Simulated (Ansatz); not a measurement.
Converging shifted k-point meshes: KMgF3 (P4mm, 5 atoms in the cell)

```
KMgF3
1.0
    4.00995     0.00000     0.00000
    0.00000     4.00995     0.00000
    0.00000     0.00000     4.00995
K Mg F
1 1 3
Direct
  0.00000   0.00000   0.01247
  0.50000   0.50000   0.50000
  0.50000   0.00000   0.50000
  0.00000   0.50000   0.50000
  0.50000   0.50000   0.00000
```

Level of theory: LDA (PW92), default PAW files made with PBE (plane waves; Ansatz, an electronic-structure program).

Base settings: basis.ecutwfc = 420 eV; kpoints.mp_grid.grid = 6 6 6; hamiltonian.xc = lda; hamiltonian.pseudopotentials = {kind: paw} (the program's default PAW files); scf.occupations.method = fermi_dirac; scf.occupations.width = 0.02 eV.

In this ladder: kpoints.mp_grid.shift = 0.5 0.5 0.5.

Shifted meshes do not hold Γ, so a gap read on them misses any band edge there.

Only quantities that move along the ladder and can be compared are tabulated.

The count of work is k-points × plane waves × bands × iterations; it is no time. 

The starting cell has typed, rounded lattice constants, without a prior relaxation at this level. Its lattice was rescaled by up to half a per cent. One atom was moved a little off its site on purpose. In the base run, with a pressure of about -6 GPa the cell is away from its equilibrium volume at this level. Ansatz's pressure includes its estimate of the finite-basis (Pulay) stress.

```tsv
kpoints.mp_grid.grid	free energy less the last step's (meV/atom)	pressure (GPa)	gap on the mesh (eV)	count of work / last
2 2 2	0.86	-5.48	9.518	0.0025
3 3 3	-0.07	-5.57	8.124	0.015
4 4 4	0.07	-5.57	7.719	0.015
5 5 5	0.13	-5.57	7.364	0.044
6 6 6	0.01	-5.57	7.259	0.044
7 7 7	0.02	-5.57	7.122	0.099
8 8 8	-0.02	-5.57	7.085	0.099
9 9 9	-0.02	-5.57	7.017	0.19
10 10 10	-0.01	-5.57	7.002	0.19
11 11 11	-0.02	-5.57	6.963	0.31
12 12 12	0.01	-5.57	6.956	0.31
13 13 13	0.00	-5.57	6.931	0.48
15 15 15	0.02	-5.57	6.911	0.71
16 16 16	0.01	-5.57	6.910	0.71
18 18 18	0.00	-5.57	6.897	1.0
```

Coarsest kpoints.mp_grid.grid that holds the free energy within 0.5 meV/atom of the last step, with all finer ones: 3 3 3, at 0.015 of the last step's count of work; the step before is off by 0.86 meV/atom.

Coarsest kpoints.mp_grid.grid that holds the pressure within 0.05 GPa of the last step, with all finer ones: 3 3 3, at 0.015 of the last step's count of work; the step before is off by 0.09 GPa.

Keys are those of Ansatz 0.2.
